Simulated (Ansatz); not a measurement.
## Response to strain in Sn

Take Sn in the diamond structure (space group Fd-3m, No. 227; a = 6.541 Å; relaxed with 0.1 eV smearing) as the base. Axes: x, y, z lie along the cube axes.

Strains are applied to the cell and any free atomic positions relax; under biaxial strain the out-of-plane vector relaxes too; under stress the whole cell relaxes.

Level of theory: Ansatz (an electronic-structure program), PBEsol, PAW, cutoff 420 eV, no spin-orbit coupling.

Notes on the quantities. pressure: mean of the normal stresses, compression positive; energy relative to the base: free energy F.

```tsv
case	pressure	energy relative to the base	space group
base	0.0 GPa	0 meV/atom	Fd-3m (No. 227)
biaxial strain −2.25 %, plane normal [001], relaxed out of plane	1.0 GPa	+7.1 meV/atom	I4_1/amd (No. 141)
isotropic strain −2.16 %	3.2 GPa	+21 meV/atom	Fd-3m (No. 227)
isotropic strain +1.00 %	-1.2 GPa	+3.9 meV/atom	Fd-3m (No. 227)
uniaxial strain ε_xx = −1.06 %	0.4 GPa	+0.8 meV/atom	I4_1/amd (No. 141)
uniaxial strain ε_yy = −4.13 %	1.9 GPa	+12 meV/atom	I4_1/amd (No. 141)
uniaxial strain ε_yy = +1.18 %	-0.5 GPa	+0.9 meV/atom	I4_1/amd (No. 141)
uniaxial strain ε_yy = +4.73 %	-1.7 GPa	+14 meV/atom	I4_1/amd (No. 141)
uniaxial stress, 1 GPa tension along z	–	+2.5 meV/atom	I4_1/amd (No. 141)
uniaxial stress, 0.5 GPa tension along x	–	+0.7 meV/atom	I4_1/amd (No. 141)
```

Stability under load was not tested beyond the relaxation.
